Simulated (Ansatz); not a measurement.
We consider SrHfO3 (Imma, No. 74, 10 atoms in the cell; start mp-13109; a measured phase of this formula has another space group), described by HSE06 in Ansatz (plane waves, PAW).

Numerical settings: plane-wave cutoff 460 eV, 6×6×6 k mesh, Fermi–Dirac smearing 0.01 eV, scalar-relativistic PAW data made under PBE.

Cell (relaxed with PBEsol):

Space group Imma (No. 74); a = 5.7684 Å, b = 8.0985 Å, c = 5.7857 Å, α = 90.00°, β = 90.00°, γ = 90.00°

```tsv
atom	site	symmetry	x	y	z
Sr	4e	mm2	0.0000	0.2500	0.5103
Hf	4a	2/m..	0.0000	0.0000	0.0000
O	8g	.2.	0.2500	0.5443	0.2500
O	4e	mm2	0.0000	0.2500	0.0808
```
(The calculation used a cell of 10 atoms; values per cell refer to that cell.)

### Question
Give the computed band gap and smallest direct gap on the k points sampled.

### Answer

band gap: 5.68 eV (on the SCF k mesh)
smallest direct gap on the k points sampled: 5.74 eV

Note: cell and atoms aren't relaxed at this level (pressure 1.9 GPa).

Spin–orbit coupling is not included.

Static lattice: no zero-point or thermal effects.

Computing time: very roughly 8 core-minutes.

A start named mp-… is a Materials Project structure, which need not be a measured phase.

Ansatz is a program for electronic structure.
